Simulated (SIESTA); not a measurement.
Band structure of CrBW (Fmmm, 6 atoms in the cell).

```
CELL_PARAMETERS angstrom
      0.00000     3.79225     3.84467
      2.29214     0.00000     3.84467
      2.29214     3.79225     0.00000
ATOMIC_POSITIONS crystal
  Cr 0.32893 0.67107 0.32893
  Cr 0.67107 0.32893 0.67107
  B  0.75000 0.75000 0.75000
  B  0.25000 0.25000 0.25000
  W  0.16570 0.16570 0.83430
  W  0.83430 0.83430 0.16570
```

Method: LDA PW92, numerical atomic orbitals DZP, PseudoDojo LDA standard norm-conserving potentials (rewritten from UPF to PSML) run with SIESTA.

Settings: XC.functional = LDA; XC.authors = PW92; potentials = PseudoDojo LDA standard; PAO.BasisSize = DZP; PAO.EnergyShift = 0.01 Ry; MeshCutoff = 400 Ry; kgrid.MonkhorstPack = 6 6 6; OccupationFunction = FD; ElectronicTemperature = 0.1 eV; MaxSCFIterations = 150; SCF.Mixer.Method = Pulay; SCF.Mixer.Weight = 0.1; SCF.Mixer.History = 6; SCF.DM.Tolerance = 1.0E-05.

The starting cell comes from a database of computed structures (which also holds hypothetical and non-ambient phases and stackings), without a prior relaxation at this level. Spin-orbit coupling is off. Spin polarisation is off. Values carry the incompleteness of an atom-centred basis.

Levels in eV from the Fermi level, bands 28 to 33:
| point | 28 | 29 | 30 | 31 | 32 | 33 |
|---|---|---|---|---|---|---|
| Γ | -2.01 | -0.98 | -0.66 | 0.02 | 0.38 | 0.39 |
| Y | -1.65 | -0.92 | -0.47 | -0.43 | 0.30 | 0.36 |
| T | -1.24 | -1.22 | -1.15 | -0.68 | -0.02 | 0.10 |
| Z | -1.75 | -0.64 | -0.41 | -0.35 | 0.07 | 0.35 |
| X | -1.33 | -1.21 | -0.88 | -0.48 | -0.17 | -0.05 |
| A1 | -2.14 | -1.46 | -1.41 | 0.17 | 0.32 | 0.40 |
| X1 | -1.33 | -1.21 | -0.88 | -0.48 | -0.17 | -0.05 |
| A | -2.14 | -1.46 | -1.41 | 0.17 | 0.32 | 0.40 |
| L | -1.95 | -1.36 | -1.10 | 0.11 | 0.26 | 1.15 |

Bands cross the Fermi level along this path, so the cell is metallic at this level.

Higher empty bands are left out: an atom-centred basis made for the valence describes them poorly.
